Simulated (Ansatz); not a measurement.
Here is the system:

Host crystal: wurtzite GaN, with a band gap (PBE, scalar-relativistic without spin-orbit coupling).

End structure of NH3 on the (0001) surface of wurtzite GaN (2x2 N adatom at H3; a constructed slab, bottom: 3 H on 4 bottom sites), one in a cell of 36 Å², started at the site 'hollow N-N-N over Ga at depth 1.8 Å':

```
CELL_PARAMETERS angstrom
      6.43695     0.00000     0.00000
     -3.21848     5.57456     0.00000
      0.00000     0.00000    32.50000
ATOMIC_POSITIONS crystal
  N  0.33363 0.16637 0.33318
  N  0.83274 0.16638 0.33321
  N  0.33362 0.66726 0.33321
  N  0.83335 0.66665 0.33094
  Ga 0.16669 0.33331 0.35247
  Ga 0.67403 0.34816 0.35132
  Ga 0.15184 0.82597 0.35132
  Ga 0.67410 0.82590 0.35124
  N  0.16667 0.33333 0.41225
  N  0.66667 0.33333 0.41225
  N  0.16667 0.83333 0.41225
  N  0.66667 0.83333 0.41225
  Ga 0.33333 0.16667 0.43213
  Ga 0.83333 0.16667 0.43213
  Ga 0.33333 0.66667 0.43213
  Ga 0.83333 0.66667 0.43213
  N  0.33312 0.16688 0.49233
  N  0.83456 0.16848 0.49280
  N  0.33152 0.66544 0.49280
  N  0.83413 0.66587 0.49286
  Ga 0.16811 0.33187 0.51335
  Ga 0.66382 0.33196 0.51316
  Ga 0.16804 0.83618 0.51316
  Ga 0.66669 0.83331 0.51187
  N  0.16945 0.33054 0.57414
  N  0.66108 0.33043 0.57402
  N  0.16951 0.83888 0.57402
  N  0.66663 0.83332 0.57159
  Ga 0.33338 0.16656 0.59877
  Ga 0.83259 0.16532 0.59198
  Ga 0.33462 0.66737 0.59198
  Ga 0.83275 0.66722 0.59192
  N  0.33332 0.16657 0.66600
  N  0.82957 0.15940 0.65140
  N  0.34056 0.67041 0.65140
  N  0.82973 0.67029 0.65135
  Ga 0.14756 0.35244 0.67769
  Ga 0.70478 0.35257 0.67768
  Ga 0.14745 0.79516 0.67769
  Ga 0.66667 0.83326 0.66775
  H  0.33200 0.16800 0.30162
  H  0.83602 0.16807 0.30164
  H  0.33193 0.66398 0.30164
  N  0.99990 0.50008 0.71530
  N  0.66662 0.83370 0.73328
  H  0.75385 0.74803 0.74436
  H  0.75236 0.00679 0.74427
  H  0.49362 0.74660 0.74431
```

Model: 48-atom slab, 13.4 Å thick at the start with caps and adatoms under the adsorbate (thin: gaps and levels are the slab's own), 4x4x1 mesh, Fermi-Dirac 0.01 eV, dipole correction, 23 atoms held, the rest relaxed; no symmetry held; no spin, no spin-orbit, no U, no dispersion correction. At the end it is bonded to Ga. In PBE it is, or lies within 0.03 eV of, the lowest of the starts that converged.

A negative adsorption energy means that the adsorbate is more stable on the surface than in its reference.

### Question
What is the computed gap of the slab on its k-mesh (PBE (Ansatz, a quantum-chemistry and plane-wave program))?

### Answer
0.60 eV

### Question
Estimate the adsorption energy against NH3(g) that PBE returns for this input.

### Answer
-1.33 eV

### Question
Give the change of the step from the bottom to the top vacuum level, against the clean slab at the level PBE.

### Answer
-2.04 eV

### Question
Give the highest filled level below the top vacuum level at the level PBE.

### Answer
3.91 eV
